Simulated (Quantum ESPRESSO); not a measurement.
## Quick settings and what they miss: a (001) slab of Ca3Mg (cut from a parent of space group no. 187; 4 atoms in the cell)

Self-consistent single point.

```
Ca3Mg
1.0
    3.76385     0.00000     0.00000
   -1.88192     3.25959     0.00000
    0.00000     0.00000    22.73950
Ca Mg
3 1
Direct
  0.66667   0.33333   0.69217
  0.00000   0.00000   0.30783
  0.00000   0.00000   0.54967
  0.66667   0.33333   0.42876
```

Method: PBEsol, GBRV 1.5 ultrasoft (PBESOL) pseudopotentials (plane waves; Quantum ESPRESSO).

Base settings: ecutwfc = 40 Ry; ecutrho = 200 Ry; occupations = smearing; smearing = marzari-vanderbilt; degauss = 0.0073499 Ry; potentials = {Ca: ca_pbesol_v1.uspp.F.UPF, Mg: mg_pbesol_v1.4.uspp.F.UPF}; K_POINTS = automatic 8 8 1 0 0 0; tefield = true; dipfield = true; edir = 3; emaxpos = 0.97; eopreg = 0.05.

Tight run (finer mesh or higher cutoff; not a proven limit): ecutwfc: 40 Ry → 56 Ry; ecutrho: 200 Ry → 280 Ry; conv_thr: 1e-09 Ry → 7.3e-11 Ry; K_POINTS: automatic 8 8 1 0 0 0 → automatic 11 11 1 0 0 0. It gave Fermi level (on the code's own zero) 1.36 eV; largest force (vector length) 0.121 eV/Å.

Quick runs, as changes from the base:
- A: the base itself
- B: ecutwfc: 40 Ry → 28 Ry; ecutrho: 200 Ry → 140 Ry; smearing: marzari-vanderbilt → gaussian; degauss: 0.0073499 Ry → 0.019992 Ry; conv_thr: 1e-09 Ry → 7.3e-05 Ry; pseudopotentials: {Ca: ca_pbesol_v1.uspp.F.UPF, Mg: mg_pbesol_v1.4.uspp.F.UPF} → {Ca: ca_lda_v1.uspp.F.UPF, Mg: mg_lda_v1.4.uspp.F.UPF}; K_POINTS: automatic 8 8 1 0 0 0 → automatic 4 4 1 0 0 0 [LDA (PZ)]
- C: ecutwfc: 40 Ry → 24 Ry; ecutrho: 200 Ry → 120 Ry; smearing: marzari-vanderbilt → gaussian; degauss: 0.0073499 Ry → 0.036749 Ry; K_POINTS: automatic 8 8 1 0 0 0 → automatic 1 1 1 0 0 0
- D: ecutwfc: 40 Ry → 20 Ry; ecutrho: 200 Ry → 100 Ry; conv_thr: 1e-09 Ry → 7.3e-05 Ry
- E: ecutwfc: 40 Ry → 32 Ry; ecutrho: 200 Ry → 160 Ry; K_POINTS: automatic 8 8 1 0 0 0 → automatic 2 2 1 0 0 0
- F: ecutwfc: 40 Ry → 28 Ry; ecutrho: 200 Ry → 140 Ry

Energies are extrapolated to zero smearing width, which holds to low order in the width alone (under cold and Methfessel-Paxton smearing the free energy itself is taken).

Dashes: energy of B, another energy zero; time of C, under 30 s.

† marks runs with another functional, U, potentials or spin treatment: their distance from the tight run is not a convergence error alone.

The count of work is k-points × plane waves × bands × iterations; it is no time. Core times come from one kind of shared machine and are given to one figure; runs under 30 s give none.

The starting cell comes from a database of computed structures (which also holds hypothetical and non-ambient phases and stackings), without a prior relaxation at this level. The slab is cut from that crystal, and its faces are unrelaxed. Its lattice was rescaled in the plane by a random factor within 2.5 % of one.

| run | energy less tight (meV/atom) | largest miss in a force vector (eV/Å) | count of work / tight | core time / tight (rough) |
|---|---|---|---|---|
| A | -3.7 | 0.038 | 0.37 | 0.4 |
| B† | – | 0.134 | 0.054 | 0.09 |
| C | -2672.1 | 1.076 | 0.0033 | – |
| D | 1623.8 | 0.076 | 0.066 | 0.10 |
| E | 105.8 | 0.596 | 0.032 | 0.08 |
| F | 76.1 | 0.037 | 0.23 | 0.2 |

Among the runs at the tight run's level, the energy misses run from 3.7 to 2672.1 meV/atom.
